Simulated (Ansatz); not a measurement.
The structure below was relaxed with DFT with PBE, PAW potentials and a 420 eV plane-wave cutoff in Ansatz (a program for electronic structure), without spin-orbit coupling, earlier PAW set, at pressure 1.8 GPa.

```xyz
2
Lattice="0.0000 2.8463 2.8463 2.8463 0.0000 2.8463 2.8463 2.8463 0.0000" Properties=species:S:1:pos:R:3 pbc="T T T"
As     4.2695     4.2695     4.2695
Ga     0.0000     0.0000     0.0000
```

Question: Find the space group and the Wyckoff positions.

Answer: Space group F-43m (No. 216); a = 5.693 Å, b = 5.693 Å, c = 5.693 Å, α = 90.00°, β = 90.00°, γ = 90.00°

```
atom  site  symmetry       x       y       z
----  ----  --------  ------  ------  ------
As      4c      -43m  0.2500  0.2500  0.2500
Ga      4a      -43m  0.0000  0.0000  0.0000
```

Question: Describe the coordination.

Answer: The crystal has 8 atoms in its conventional cell. Lattice parameters: a = 5.693 Å, b = 5.693 Å, c = 5.693 Å, α = 90.00°, β = 90.00°, γ = 90.00°. As is coordinated by 4 Ga at 2.465 Å (tetrahedral). Ga is coordinated by 4 As at 2.465 Å (tetrahedral). (Neighbours: up to the widest gap in distance over summed covalent radii, below 1.35, at either atom; cation-cation and far metal-metal contacts left out.)

Load acts through the strain it causes; cell and atoms are relaxed under it. Whether these cells are dynamically stable was not tested. The cell was made from GaAs in the zinc blende structure (space group F-43m, No. 216) by this change: pressure 1.8 GPa.
